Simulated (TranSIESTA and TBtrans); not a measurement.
Junction: Ga chain with one Ag atom in place of Ga. Leads: straight Ga chain, spacing 2.55 Å. Geometry: 3 atoms about the centre moved by SIESTA (PBE, DZP) to a largest force of 0.02 eV/Å, all others as built, motion along the axis alone. Transport runs along z; the first 6 and the last 6 of the 19 atoms are the lead cells, repeated to infinity.

```xyz
19
Lattice="9.000 0.000 0.000 0.000 9.000 0.000 0.000 0.000 48.550" Properties=species:S:1:pos:R:3 pbc="F F T"
Ga     4.500     4.500     0.000
Ga     4.500     4.500     2.550
Ga     4.500     4.500     5.100
Ga     4.500     4.500     7.650
Ga     4.500     4.500    10.200
Ga     4.500     4.500    12.750
Ga     4.500     4.500    15.300
Ga     4.500     4.500    17.850
Ga     4.500     4.500    20.413
Ag     4.500     4.500    23.001
Ga     4.500     4.500    25.586
Ga     4.500     4.500    28.150
Ga     4.500     4.500    30.700
Ga     4.500     4.500    33.250
Ga     4.500     4.500    35.800
Ga     4.500     4.500    38.350
Ga     4.500     4.500    40.900
Ga     4.500     4.500    43.450
Ga     4.500     4.500    46.000
```

Run with TranSIESTA and TBtrans (open boundaries, self-consistent; PseudoDojo norm-conserving potentials, scalar-relativistic): PAO.BasisSize DZP, PAO.EnergyShift 0.15 eV, XC.Authors PBE, Mesh.Cutoff 200 Ry, ElectronicTemperature 300 K, TS.Voltage 0.0 eV, TBT.Elecs.Eta 0.001 eV, no spin polarisation.

Energies count from the leads' Fermi level. Transmissions are for one spin of a degenerate pair. The energy step is 0.01 eV; narrower resonances are cut or missed.

```tsv
E (eV)	T
-0.20	0.807
-0.15	1.11
-0.10	1.38
-0.05	1.53
0.00	1.59
0.05	1.58
0.10	1.53
0.15	1.48
0.20	1.43
```

Q: Give the zero-bias conductance in μS and the resistance at 300 K.

A: At the Fermi level T = 1.59. Averaged with −∂f/∂E over the full grid (kT = 25.9 meV) it is 1.56. With G0 = 2e²/h = 77.48 μS, G = 121 μS and R = 1/G = 8.26 kΩ.

Q: The eigenchannels at the Fermi level transmit 0.665, 0.461, 0.461. What Fano factor of the shot noise follows at low temperature and bias?

A: F = Σ τ(1 − τ)/Σ τ = 0.720/1.59 = 0.45.

The straight chain is held at its spacing; free chains may zigzag or dimerise. No spin-polarised start was tried, so a magnetic state, if there is one, is missed.
